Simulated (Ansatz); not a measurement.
**ZnO: biaxial strain +2.57 %, plane normal [001], relaxed out of plane**

The reference is ZnO in the wurtzite structure (space group P6_3mc, No. 186; a = 3.235 Å, c = 5.211 Å). Axes: x lies along a and z along c of the hexagonal cell.

Modification: tensile biaxial strain of 2.57 % in the plane normal to [001], as in epitaxy on a mismatched substrate; the out-of-plane cell vector and the atoms relax.

Method: Ansatz (a first-principles code), r2SCAN, PAW, cutoff 500 eV, without spin-orbit coupling. Settings: 12×12×7 k-points, 0.05 eV Fermi–Dirac smearing.

| quantity | base | changed | shift |
|---|---|---|---|
| volume per atom | 11.81 Å³ | 12.08 Å³ | +0.27 Å³ |
| space group | P6_3mc (No. 186) | P6_3mc (No. 186) | – |
| pressure (mean of the normal stresses, compression positive) | 0.00 GPa | -3.59 GPa | -3.59 GPa |
| band gap | 1.24 eV | 1.25 eV | +0.017 eV |
| gap character | direct at Γ | direct at Γ | – |
| width of the top valence band | 1.83 eV | 1.79 eV | -0.04 eV |
| electron mass | 0.19 mₑ (at Γ) | 0.20 mₑ out of plane, 0.18 mₑ in plane (at Γ) | – |
| valence-band top at Γ (three highest levels, from the VBM) | 0.00, 0.00, -0.10 eV | 0.00, 0.00, -0.09 eV | – |
| out-of-plane strain | – | -2.76 % | – |
| ratio −ε⊥/ε∥ | – | 1.07 | – |
| mean in-plane stress (compression positive) | – | -5.4 GPa | – |

Effective masses come from finite differences of ±0.01 Å⁻¹. Whether these cells are dynamically stable was not tested.
